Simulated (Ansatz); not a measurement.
Start from a 16-atom supercell of HfC in the rock salt structure (space group Fm-3m, No. 225; a = 4.6407 Å) at its relaxed geometry.

Level of theory: r2SCAN (Ansatz, a quantum-chemistry and plane-wave program; PAW; 500 eV plane waves; without spin-orbit coupling).

Before the change:

| Quantity | Result |
|---|---|
| Pressure | 0.0 GPa |

It is then changed as follows: a neutral Hf on a C site (antisite), atoms relaxed at fixed cell, starting from a slightly rattled geometry.

Question: What happens to the pressure, shift of the substituted atom off its lattice site and largest displacement of a host atom from its site in the perfect cell?

Answer: The pressure goes from zero to 21.9 GPa; the shift of the substituted atom off its lattice site is 0.89 Å; the largest displacement of a host atom from its site in the perfect cell amounts to 0.36 Å.

In so small a cell the defect repeats every few ångströms: this is an ordered compound, not a dilute defect. All final runs are without spin polarisation. The defect cell is not spin-polarised.
